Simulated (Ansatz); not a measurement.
## Worked example: self-consistent single point of Nb (Im-3m, 1 atom in the cell) in Ansatz

Level of theory: PBE (plane waves, PAW; Ansatz, a quantum-chemistry and plane-wave program).

The input file:

Ansatz 0.2 input:
```yaml
crystal:
  lattice:
    - [-1.68369700, 1.68369700, 1.68369700]
    - [1.68369700, -1.68369700, 1.68369700]
    - [1.68369700, 1.68369700, -1.68369700]
  atoms:
    - { symbol: Nb, position: [0.00000000, 0.00000000, 0.00000000] }
basis:
  ecutwfc: 30.9 Ry
kpoints:
  mp_grid: { grid: [11, 11, 11] }
hamiltonian:
  xc: pbe
  pseudopotentials: { kind: paw }
scf:
  occupations: { method: fermi_dirac, width: 0.0073 Ry }
output:
  forces: true
  eigenvalues: true
  stress: true
```

Log, with long lists cut:

```
WARN ansatz: RAYON_NUM_THREADS=1 ignored (pool sized by the plan → 1); use --threads N
Pseudopotentials: kind: paw
Pseudopotential: Nb, paw, valence charge 13
Crystal: 1 atoms, lattice volume = 19.092 Å³
Basis set: ecut = 420.4159175005146 eV, 369 PW (Γ), exchange–correlation on 40×40×40 points (8 copies of the dense FFT grid, shifted against one another)
Bands: 11, of which v1, the nominal top of the filled ones, is band 7 counted from 1 (6 counted from 0)
Symmetry: 48 space group operations
Space group: Im-3m (ITA 229), of the structure as read, at distance tolerance 2.7e-5 Å
k-points: 56 of 1331
Initial density: superposition of atomic densities (neutral atoms: chi_scale 0, normalization atom), corrected by the library's trained network
Initial wavefunctions: pseudopotential atomic-orbital guess
Eigensolver: davidson
Functional: x = pbe(κ = 0.804, μ = 0.2195149727645171), c = pbe(β = 0.06672455060314922)
SCF iter   1: F=—  HF=-4552.282159 eV  |F-HF|=—  |Δ(HF+E_count)|=         —  Δρ=2.77e-3  dr2=1.35e-3  ethr=1.77e-3  ⟨swp⟩=5.0  Hψ=3570  notcnv=0
all-band conjugate gradients solve this SCF's bands
preconditioner: auto → none
SCF iter   2: F=—  HF=-4552.281868 eV  |F-HF|=—  |Δ(HF+E_count)|=   2.91e-4  Δρ=1.14e-3  dr2=1.23e-4  ethr=1.04e-5  ⟨swp⟩=2.4  Hψ=1342  notcnv=0
SCF iter   3: F=—  HF=-4552.281885 eV  |F-HF|=—  |Δ(HF+E_count)|=   1.68e-5  Δρ=3.66e-4  dr2=1.40e-5  ethr=9.47e-7  ⟨swp⟩=1.0  Hψ=613  notcnv=0
SCF iter   4: F=—  HF=-4552.281888 eV  |F-HF|=—  |Δ(HF+E_count)|=   2.91e-6  Δρ=2.96e-5  dr2=3.72e-8  ethr=1.07e-7  ⟨swp⟩=1.2  Hψ=654  notcnv=0
iter 5 did not close the SCF: its close was put off for the readings that it lacked (scf_convergence_deferred on its scf_iter line)
SCF iter   5: F=-4552.281888 eV  HF=-4552.281888 eV  |F-HF|=1.35e-10  |Δ(HF+E_count)|=   5.70e-8  Δρ=2.63e-6  dr2=5.63e-10  ethr=2.86e-10  ⟨swp⟩=2.1  Hψ=974  notcnv=0
SCF iter   6: F=-4552.281888 eV  HF=-4552.281888 eV  |F-HF|=4.55e-12  |Δ(HF+E_count)|=  1.13e-10  Δρ=6.00e-7  dr2=1.50e-11  ethr=4.33e-12  ⟨swp⟩=1.6  Hψ=1562  notcnv=0
SCF 1 converged in 6 iterations: F = -4552.281888 eV  dr2 = 1.50e-11
SCF converged after 6 iterations
Free energy (F): -4552.281888 eV
Harris-Foulkes:  -4552.281888 eV  (|F-HF|=4.55e-12)
Internal energy: -4552.228002 eV  (E = F + TS)
E sigma→0 (E₀):  -4552.254945 eV
Entropy (-TS):   -0.053885 eV (-53.885 meV/atom)
Fermi energy:    16.606387 eV
--- Per-component energies (eV) ---
  E_band       = -82.904545
  E_kinetic    = 392.955060
  E_local      = -727.335295  (includes V_loc(G=0)·N_el)
  E_nonlocal   = 119.650452
  E_hartree    = 225.698609
  E_xc         = -174.949596
  E_vxc        = -212.150835  (∫ρ·V_xc dr)
  E_paw        = -3073.251059  (= ΣΔE_a)
  E_vpaw       = -107.421174  (= ΣTr[D̂ρ^β])
  E_aug_tail   = 0.000006  (compensation charges beyond the density's cutoff)
  E_ewald      = -1314.996178
  E_smearing   = -0.053885  (= −TS)
  E_closure    = 0.000000  (closes the sum)
  Σ components = -4552.281888   (vs F -4552.281888, Δ=0.00e0)
--- Forces (eV/Å), atoms counted from 1 ---
  atom   1  Nb    -0.00000000     0.00000000     0.00000000
  max |Σ_I F_I| component: 6.57e-32 eV/Å
--- Stress (GPa, compression-positive) ---
       -7.458309       0.000000      -0.000000
        0.000000      -7.458309      -0.000000
       -0.000000       0.000000      -7.458309
  P = ⅓ Tr σ = -7.4583 GPa (-74.583 kbar)
  The stress holds the Pulay correction. Without it, at fixed plane waves, as pw.x and ABINIT print it: P = -7.4855 GPa
--- Band table (eV; the first three rows and the last of 56) ---
  k-point 0: bands = ["-37.8163", "-13.2409", "-13.2409", "-13.2409", "10.8094", "16.9826", "16.9826", "16.9826", "19.7029", "19.7029", "30.5836"]
  k-point 1: bands = ["-37.8011", "-13.3365", "-13.2704", "-13.2415", "11.1243", "16.7952", "16.9308", "17.2840", "19.4423", "19.7071", "30.8180"]
  k-point 2: bands = ["-37.7601", "-13.5876", "-13.3488", "-13.2433", "11.9567", "16.3355", "16.6888", "18.1572", "19.1505", "19.7520", "31.0690"]
  k-point 55: bands = ["-37.4894", "-14.0219", "-14.0045", "-14.0045", "13.2935", "13.3374", "21.2648", "21.2648", "21.6752", "24.7580", "25.9270"]
```

The run converged in 6 iterations.

The starting cell comes from a database of computed structures (which also holds hypothetical and non-ambient phases and stackings), without a prior relaxation at this level. Its lattice was rescaled by a random factor within 2.5 % of one. Spin polarisation is off. With a pressure of about -7 GPa the cell is away from its equilibrium volume at this level. Ansatz's pressure includes its estimate of the finite-basis (Pulay) stress.
